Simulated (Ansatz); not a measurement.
We consider TiSi2 (Fddd, No. 70), described by PBEsol (plane waves, PAW; Ansatz, a quantum-chemistry and plane-wave program).

Settings: plane-wave cutoff 520 eV, 16×16×16 k mesh, Fermi–Dirac smearing 0.05 eV, no spin polarisation, scalar-relativistic PAW data made under PBE.

Computed at the level's own relaxed cell.

Problem. What does this level give for the bulk modulus B0?

Solution. 
- bulk modulus B0 = 152 GPa

The run finds no gap.

Note: the bulk modulus is −V dP/dV from two relaxed cells at ±2 % in volume.
